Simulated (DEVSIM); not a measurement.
Device: Ti/Si3N4/n-Si capacitor, at 300 K.

Layer 1 from the left is Si3N4, thickness (nm) 22.0. Layer 2 from the left is Si, thickness (nm) 4700, Nd (cm⁻³) 1.5e16.

Metal gate on the left, work function 4.33 eV. Fixed charge at the semiconductor interface 0 cm⁻² (in units of +e); interface traps 7.4e10 cm⁻² eV⁻¹, uniform in energy, neutral level at 0.5 of the gap above the valence band.

This is a model device: material constants are rounded textbook-type values typed into the input, and sizes, dopings and lifetimes were drawn at random. Values at 300 K.

Si3N4: gap (eV) 5.1, affinity (eV) 2.1, permittivity 7.5. Si: gap (eV) 1.124, affinity (eV) 4.05, permittivity 11.7, Nc (cm⁻³) 2.86e19, Nv (cm⁻³) 3.1e19.

DEVSIM, 1D Poisson equation in equilibrium, Boltzmann statistics, complete ionisation; no quantum confinement or tunnelling. Metal contacts follow the ideal Schottky-Mott rule: no Fermi-level pinning, no interface dipoles.

Q: What does the simulation give for the threshold voltage (band bending 2φF), the flat-band voltage?

A: threshold voltage (band bending 2φF) -0.86 V; flat-band voltage 0.10 V.
